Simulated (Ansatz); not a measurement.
## Ni on the 1x1 (110) surface of bcc Ta, one in a 2x2 cell, started at the site 'hollow Ta-Ta-Ta'

All values below come from PBE (plane waves to 420 eV, PAW; Ansatz, a first-principles code).

Model: 17-atom slab, 6.8 Å thick at the start under the adsorbate (thin: gaps and levels are the slab's own), 5x5x1 mesh, Fermi-Dirac 0.1 eV, dipole correction, 8 atoms held, the rest relaxed; held to the start's symmetry, so lower structures may exist; spin-polarised, no spin-orbit, no U, no dispersion correction. The starting moment vanished. At the end it is bonded to 4 Ta. In PBE it is, or lies within 0.03 eV of, the lowest of the starts that converged.

| Quantity | Value |
|---|---|
| adsorption energy against an atom of fcc Ni, ferromagnetic | -0.31 eV |
| work function of the top face | 4.27 eV |
| change of the work function | -0.50 eV |
| change of the step from the bottom to the top vacuum level, against the clean slab | -0.46 eV |
| energy released by relaxation | 1.58 eV |
| height of the binding atom over the mean of the host atoms within 0.3 Å of the top one | 1.700 Å |
| magnetic moment of the cell | 0.00 μB |
| nearest host atoms of the binding atom | Ta at 2.46 Å, Ta at 2.46 Å, Ta at 2.79 Å |
| largest move of a host atom | 0.13 Å |
| note | in the relaxation the adsorbate left its starting site by 0.6 Å |
| cost | around 40 core-minutes (rough) |

A negative adsorption energy means that the adsorbate is more stable on the surface than in its reference.
